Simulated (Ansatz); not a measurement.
Base system: BN in the h-BN type structure (space group P6_3/mmc, No. 194; a = 2.5006 Å, c = 6.5258 Å; layered, stacked along the Cartesian z axis). Axes: x lies along a and z along c of the hexagonal cell.

Perturbation: the cell is compressed by 0.84 % along y with no lateral relaxation; the atoms relax in the strained cell.

Levels (all Ansatz, a quantum-chemistry and plane-wave program, PAW): r2SCAN+rVV10 (500 eV, no SOC); HSE06 (420 eV, no SOC).

The geometry is relaxed with r2SCAN+rVV10.

| Item | Result |
|---|---|
| r2SCAN+rVV10 band gap | 4.73 eV |

Problem. What does HSE06 give at this geometry for the band gap?

Solution. The band gap goes up by 0.79 eV (4.73 eV → 5.52 eV).

Single points use the geometry relaxed with r2SCAN+rVV10. HSE06 was sampled on its mesh, a few special points and the semilocal edge points, so its gap is an upper bound. Whether these cells are dynamically stable was not tested.
